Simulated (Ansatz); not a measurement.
Here is the system:

```
CELL_PARAMETERS angstrom
      0.00000     2.95835     2.95835
      2.95835     0.00000     2.95835
      2.95835     2.95835     0.00000
ATOMIC_POSITIONS crystal
  P  0.25000 0.25000 0.25000
  Y  0.00000 0.00000 0.00000
```

No spin polarisation.

All numbers come from r2SCAN (Ansatz, a first-principles code, PAW, no spin-orbit coupling). Γ-centred 9×9×9 mesh, Fermi–Dirac width 0.05 eV.

Problem. Predict the band gap and smallest direct gap.

Solution. 
```json
{
 "band_gap": "1.68 eV",
 "smallest_direct_gap": "1.69 eV"
}
```

Load acts through the strain it causes; cell and atoms are relaxed under it. Stability against distortions was not tested. No other phases were tried under pressure. The cell was made from YP in the zinc blende structure (space group F-43m, No. 216; a hypothetical phase, not in the database extracts checked) by this change: pressure 15 GPa.
